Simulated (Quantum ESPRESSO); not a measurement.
A series of runs on CuSi4P3 (R3m, 8 atoms in the cell)

CuSi₄P₃ is modelled in the trigonal space group R3m, hexagonal axes (No. 160), Pearson symbol hR8. Lattice parameters: a = b = 3.8716 Å, c = 34.6630 Å, α = β = 90.00°, γ = 120.00°. Si1 on 3a has 1 P at 2.282 Å and 3 Si at 2.348 Å (tetrahedral). Si2 on 3a has 4 P at 2.261–2.294 Å (tetrahedral). Si3 on 3a is coordinated by 1 P at 2.206 Å and 3 P at 2.344 Å (tetrahedral). Si4 on 3a sees 3 Si at 2.348 Å and 1 Cu at 2.380 Å (tetrahedral). Cu on 3a has 3 P at 2.287 Å and 1 Si at 2.380 Å (tetrahedral). P1 on 3a is coordinated by 4 Si at 2.282–2.294 Å (tetrahedral). P2 on 3a is surrounded by 4 Si at 2.261–2.344 Å (tetrahedral). P3 on 3a is surrounded by 1 Si at 2.206 Å and 3 Cu at 2.287 Å (tetrahedral). (Neighbours: up to the widest gap in distance over summed covalent radii, below 1.35, at either atom; cation-cation and far metal-metal contacts left out.)
(The calculation used a cell of 8 atoms; values per cell refer to that cell.)

Base run A: PBEsol, PSlibrary PAW (PBE) pseudopotentials (Quantum ESPRESSO), self-consistent single point.

Its settings: ecutwfc = 50 Ry; ecutrho = 300 Ry; occupations = smearing; smearing = cold; degauss = 0.0036749 Ry; input_dft = pbesol; K_POINTS = automatic 5 5 5 0 0 0; conv_thr = 1e-10 Ry; mixing_beta = 0.3.

The starting cell comes from a database of computed structures (which also holds hypothetical and non-ambient phases and stackings), without a prior relaxation at this level. Spin polarisation is off. The run gives no clean gap (levels at the Fermi energy touch, overlap or are partly filled at this smearing), which alone does not show that the compound is a metal.

ΔF is the free energy per atom less that of run A. 

Run A gave: pressure (GPa) -2.20; largest force (eV/Å) 0.510.

Runs:
- B: lattice scaled by 0.97
- C: lattice scaled by 0.97; ecutwfc: 50 Ry → 30 Ry; ecutrho: 300 Ry → 180 Ry
- D: lattice scaled by 0.985
- E: lattice scaled by 0.985; ecutwfc: 50 Ry → 30 Ry; ecutrho: 300 Ry → 180 Ry

Question: What does run D change against A?

Answer: The free energy is nearly the same (within 1 meV/atom), the pressure goes from -2.20 to 2.10 GPa and the largest force goes from 0.510 to 0.644 eV/Å.

Question: What does run E change against A?

Answer: The free energy goes up by 28.6 meV/atom, the pressure goes from -2.20 to 0.17 GPa and the largest force goes from 0.510 to 0.635 eV/Å.

```csv
run,ΔF (meV/atom),pressure (GPa),largest force (eV/Å)
A,0.00,-2.20,0.510
B,24.2,7.46,0.956
C,53.1,5.41,0.947
D,-0.04,2.10,0.644
E,28.6,0.17,0.635
```
